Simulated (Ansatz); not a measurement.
We look at the energy of the reaction as written. Reaction: 8 C (graphite) → cell A. Negative: the products are lower in energy.

Cell A: a slab of composition C8, 8 atoms, square cell of 3.45 Å (11.9 Å²), symmetry P4/mmm, 3.3 Å thick under 14 Å of vacuum, in-plane vectors relaxed; planes from bottom to top: C4 × 2; a model cell; spin state with PBE: run without spin, k-point mesh 10×10×1.
```
CELL_PARAMETERS angstrom
      3.44737     0.00000     0.00000
      0.00000     3.44737     0.00000
      0.00000     0.00000    17.60000
ATOMIC_POSITIONS crystal
  C  0.80103 0.50000 0.40542
  C  0.19897 0.50000 0.40542
  C  0.50000 0.80103 0.40542
  C  0.50000 0.19897 0.40542
  C  0.80103 0.50000 0.59458
  C  0.19897 0.50000 0.59458
  C  0.50000 0.80103 0.59458
  C  0.50000 0.19897 0.59458
```

Reference: C (graphite, P6₃/mmc), 4 atoms in the cell, k-point mesh 18×18×6 on the run's own vectors. Conventional cell: a = b = 2.4650 Å, c = 6.7419 Å, α = β = 90.00°, γ = 120.00°.

All numbers come from Ansatz (a first-principles code), plane waves with PAW, its default PAW set, cutoff 420 eV, 500 eV for r2SCAN. The structures are at rest with PBE+D3(BJ); other levels are single points on them. Neutral cells; Fermi-Dirac smearing of at most 0.05 eV in the solids, energies taken to zero width. The lattices are those relaxed with PBE+D3(BJ), so at other levels the solids can be strained, which adds to the spread. A dispersion term (D3(BJ), or D4 for r2SCAN) was computed beside these levels and is taken off wherever the name lacks it. No zero-point or thermal terms. Cells are local rest points, mostly with their start's symmetry. Values are for these cell sizes. Cell A has symmetry P4/mmm and got no random move, so less symmetric positions, which may lie lower, weren't tried.

Q: Estimate the value that PBE+D3(BJ) returns for this input.

A: 4.51 eV, for 8 C (graphite) → cell A.

Q: How does the value move with the functional?

A: 
| Level | value (eV) | less PBE+D3(BJ) |
|---|---|---|
| PBE | 4.05 | -0.46 |
| r2SCAN | 4.55 | 0.04 |
| r2SCAN+D4 | 4.78 | 0.27 |

The levels span 0.73 eV, from PBE (4.05) to r2SCAN+D4 (4.78).
